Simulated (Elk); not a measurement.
Elk run on MoRu (P-6m2, 2 atoms in the cell): self-consistent single point.

Computed with PBEsol, all-electron FP-LAPW, Elk's shipped species files, default APW+lo basis run with Elk 10.2.4.

```yaml
crystal:
  lattice:
    - [2.80380, 0.00000, 0.00000]
    - [-1.40190, 2.42816, 0.00000]
    - [0.00000, 0.00000, 4.50612]
  atoms:
    - { symbol: Mo, position: [0.66667, 0.33333, 0.00000] }
    - { symbol: Ru, position: [0.33333, 0.66667, 0.50000] }
```

Reference input (self-consistent single point, DFT, LDA (PW92), all-electron FP-LAPW, Elk's shipped species files, default APW+lo basis): swidth = 0.00367493 Ha; ngridk = 13 13 7; rmtscf = 0.95; maxscl = 100. This run's input differs from it in these lines:

```diff
@@ -2,2 +2,5 @@
   0
+
+xctype
+  22
```

Output (repeated stretches shortened):

```
│ Self-consistent loop started │
│ Loop number : 1 │
 total energy                :     -8568.90058287
│ Loop number : 2 │
 total energy                :     -8569.34966151
RMS change in Kohn-Sham potential (target) :   0.2036757687     (  0.1000000000E-05)
Absolute change in total energy (target)   :   0.4490786403     (  0.1000000000E-03)
│ Loop number : 3 │
 total energy                :     -8569.81119042
RMS change in Kohn-Sham potential (target) :   0.2015688372     (  0.1000000000E-05)
Absolute change in total energy (target)   :   0.5737985724     (  0.1000000000E-03)
│ Loop number : 4 │
   [... lines left out ...]
Absolute change in total energy (target)   :   0.7040543514E-03 (  0.1000000000E-03)
│ Loop number : 15 │
 total energy                :     -8577.06904100
RMS change in Kohn-Sham potential (target) :   0.6063071894E-06 (  0.1000000000E-05)
Absolute change in total energy (target)   :   0.2004440521E-03 (  0.1000000000E-03)
│ Loop number : 16 │
 total energy                :     -8577.06904834
RMS change in Kohn-Sham potential (target) :   0.9507338825E-07 (  0.1000000000E-05)
Absolute change in total energy (target)   :   0.5744688315E-04 (  0.1000000000E-03)
Convergence targets achieved

│ Loop number : 17 │

Energies :
 Fermi                       :     0.412830262047
 total energy                :     -8577.06905218

Density of states at Fermi energy :    57.26382546
 (states/Hartree/unit cell)

Estimated indirect band gap :   0.5072484887E-03
 from k-point     59 to k-point     92
Estimated direct band gap   :   0.7997071764E-02
 at k-point     37

Charges :
 core                        :    56.00000000
 valence                     :    30.00000000
 interstitial                :    3.290833820
 muffin-tins (core leakage)
  species :    1 (Mo)
   atom    1                 :    40.14182244     (  0.8632153907E-06)
  species :    2 (Ru)
   atom    1                 :    42.56734374     (  0.1059854569E-06)
 total in muffin-tins        :    82.70916618
 total calculated charge     :    86.00528720
 total charge                :    86.00000000
 error                       :   0.5287196140E-02

│ Self-consistent loop stopped │
```

The run converged in 17 iterations. The count includes the last loop, which Elk runs after its targets are met. 

The starting cell comes from a database of computed structures (which also holds hypothetical and non-ambient phases and stackings), without a prior relaxation at this level. Its lattice was rescaled by a random factor within 2.5 % of one. Spin polarisation is off. Values depend on the basis (sphere radii, cutoffs, local orbitals), which need not be converged. The log's line on a gap gives a spacing of levels on this mesh, which the program prints for metals too.
